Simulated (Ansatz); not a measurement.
Base system: Cs2AgBiBr6 (space group Fm-3m, No. 225; a = 11.1874 Å).

Level of theory: plane-wave PAW DFT at the PBEsol level (Ansatz, an electronic-structure program, 420 eV), without spin-orbit coupling.

One change was made to it. Results:

The band gap falls by 0.24 eV (1.10 eV → 0.86 eV); the shortest interatomic distance drops by 0.143 Å to 2.610 Å; the electron mass goes from 0.36 mₑ along k, 0.25 mₑ across (at L) to 0.38 mₑ along k, 0.24 mₑ across (at L).

Which change produced these results?
A) pressure 1.5 GPa
B) pressure 5 GPa
C) pressure −1 GPa

B, pressure 5 GPa. For comparison, the band gap in the other runs: pressure −1 GPa gives 1.17 eV; pressure 1.5 GPa gives 1.01 eV.

With Bi present, leaving out spin-orbit coupling can change the band edges. Load acts through the strain it causes; cell and atoms are relaxed under it. Effective masses come from finite differences of ±0.01 Å⁻¹. Along k means along the line from Γ to the band edge. Stability against distortions was not tested. Competing high-pressure phases were not computed.
